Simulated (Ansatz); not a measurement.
# Hypothetical zinc blende BiB: pressure series

Take BiB in the zinc blende structure (space group F-43m, No. 216; a hypothetical phase, not in the database extracts checked) as the base.

```xyz
2
Lattice="0.0000 2.7278 2.7278 2.7278 0.0000 2.7278 2.7278 2.7278 0.0000" Properties=species:S:1:pos:R:3 pbc="T T T"
Bi     4.0917     4.0917     4.0917
B      0.0000     0.0000     0.0000
```

Cell and atoms are relaxed at each pressure.

Levels (all Ansatz, a program for electronic structure, PAW): PBEsol (420 eV, spin-orbit coupling left out); r2SCAN (500 eV, without spin-orbit coupling); HSE06 (420 eV, no SOC).

Band gaps by level, all at the geometries relaxed with PBEsol:

```json
[
 {"case": "base", "PBEsol": "0.45 eV", "r2SCAN": "0.54 eV", "HSE06": "1.01 eV"},
 {"case": "pressure −2 GPa", "PBEsol": "0.25 eV", "r2SCAN": "0.33 eV", "HSE06": "0.84 eV"},
 {"case": "pressure −1 GPa", "PBEsol": "0.35 eV", "r2SCAN": "0.44 eV", "HSE06": "0.94 eV"},
 {"case": "pressure 3 GPa", "PBEsol": "0.59 eV", "r2SCAN": "…", "HSE06": "1.14 eV"},
 {"case": "pressure 15 GPa", "PBEsol": "0.54 eV", "r2SCAN": "0.75 eV", "HSE06": "1.07 eV"},
 {"case": "pressure 30 GPa", "PBEsol": "0.48 eV", "r2SCAN": "0.70 eV", "HSE06": "…"},
 {"case": "pressure 50 GPa", "PBEsol": "0.43 eV", "r2SCAN": "0.65 eV", "HSE06": "0.97 eV"},
 {"case": "pressure 75 GPa", "PBEsol": "0.39 eV", "r2SCAN": "0.61 eV", "HSE06": "0.93 eV"}
]
```

Question: Complete the table.

Answer: 
- pressure 3 GPa, r2SCAN: 0.73 eV
- pressure 30 GPa, HSE06: 1.02 eV

Single points use the geometry relaxed with PBEsol. HSE06 gaps are upper bounds (no full band path). Spin-orbit coupling, missing from the scalar runs, can matter with Bi. Load acts through the strain it causes; cell and atoms are relaxed under it. Stability against distortions was not tested. Competing high-pressure phases were not computed. A zero or small gap of BiB under pressure −2 GPa can be the functional's error rather than a property of the material.
